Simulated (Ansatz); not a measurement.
## LiCl, response to strain

The reference is LiCl in the rock salt structure (space group Fm-3m, No. 225; a = 5.1504 Å).

Strains are applied to the cell and any free atomic positions relax.

Method: PBE (Ansatz, a program for electronic structure; PAW; 420 eV plane waves; no SOC).

Candidates:
(a) isotropic strain −3.00 %
(b) isotropic strain +1.50 %
(c) isotropic strain +2.50 %
(d) isotropic strain −2.00 %
(e) isotropic strain +0.50 %

Notes on the quantities. energy relative to the base: free energy F.

Question: Order them by energy relative to the base, lowest first.

Answer: (e) isotropic strain +0.50 % (+0.4 meV/atom), (b) isotropic strain +1.50 % (+3.3 meV/atom), (d) isotropic strain −2.00 % (+6.5 meV/atom), (c) isotropic strain +2.50 % (+8.8 meV/atom), (a) isotropic strain −3.00 % (+15 meV/atom)

No phonon test of stability was made.
